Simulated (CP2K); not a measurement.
Band structure of F₂ (C2/c, 4 atoms in the cell).

```
CELL_PARAMETERS angstrom
      3.00731     0.00000     0.00000
      1.33862     2.69296     0.00000
     -0.47781    -0.29608     6.59771
ATOMIC_POSITIONS crystal
  F  0.59583 0.91533 0.59796
  F  0.40417 0.08467 0.40204
  F  0.08467 0.40417 0.90204
  F  0.91533 0.59583 0.09796
```

Computed with PBEsol, GPW, DZVP-MOLOPT-SR-GTH basis, GTH-PBE potentials (GTH_POTENTIALS) in CP2K 2026.2.

Settings: CUTOFF = 550 Ry; REL_CUTOFF = 50 Ry; KPOINTS/SCHEME = MACDONALD 10 10 4 0.05 0.05 0.125; XC_FUNCTIONAL = PBE:PBESOL; F/BASIS_SET = DZVP-MOLOPT-SR-GTH; F/POTENTIAL = GTH-PBE-q7; METHOD = GPW; EPS_DEFAULT = 1e-10; EXTRAPOLATION = USE_GUESS; NGRIDS = 5; SCF_GUESS = ATOMIC; EPS_SCF = 1e-06; MAX_SCF = 100; ADDED_MOS = 6.

The starting cell comes from a database of computed structures (which also holds hypothetical and non-ambient phases and stackings), without a prior relaxation at this level. Values carry the incompleteness of an atom-centred basis. The potentials were made for another functional than the one used.

Problem. Predict the gap along the standard path and the places of the band edges.

Solution. The gap along the path is 2.65 eV, direct at Γ to within 0.01 eV.

Levels in eV from the top of the valence band on the SCF mesh, bands 11 to 15:
```tsv
point	11	12	13	14	15
Γ	-0.50	-0.18	-0.06	0.00	2.65
Y	-1.00	-0.65	-0.31	-0.17	2.94
F	-0.74	-0.53	-0.51	-0.36	3.20
L	-0.62	-0.62	-0.45	-0.45	3.32
Z	-0.37	-0.37	-0.03	-0.03	3.22
```

Higher empty bands are left out: an atom-centred basis made for the valence describes them poorly.
